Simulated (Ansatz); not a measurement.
Thickness series in TiSe2

Start from TiSe₂ in the CdI2 type structure (space group P-3m1, No. 164; layered, stacked along the Cartesian z axis).

```yaml
crystal:
  lattice:
    - [3.48104, 0.00000, 0.00000]
    - [-1.74052, 3.01467, 0.00000]
    - [0.00000, 0.00000, 5.87186]
  atoms:
    - { symbol: Ti, position: [0.00000, 0.00000, 0.00000] }
    - { symbol: Se, position: [0.66667, 0.33333, 0.26465] }
    - { symbol: Se, position: [0.33333, 0.66667, 0.73535] }
```

Free-standing slabs (3 atom(s) a layer) normal to the stacking axis with 15 Å of vacuum; in-plane cell relaxed.

All numbers come from PBE-D3(BJ) (Ansatz, an electronic-structure program, PAW, scalar-relativistic without spin-orbit coupling).

Notes on the quantities. excess energy per area of both faces: slab less bulk energy over the cell's area: twice a surface energy; uncertain by up to 0.2 J/m².

| case | excess energy per area of both faces | in-plane lattice parameter a | thickness between the outermost nuclei |
|---|---|---|---|
| base | – | 3.481 Å | – |
| 1 layer | 0.57 J/m² | 3.483 Å | 3.13 Å |
| 2 layers | 0.6 J/m² | 3.480 Å | 9.07 Å |
| 3 layers | 0.6 J/m² | 3.479 Å | 14.97 Å |
| 4 layers | 0.6 J/m² | 3.479 Å | 20.85 Å |

The excess energy carries the mismatch between the slab's and the bulk's meshes. Whether these cells are dynamically stable was not tested. All final runs are without spin polarisation.
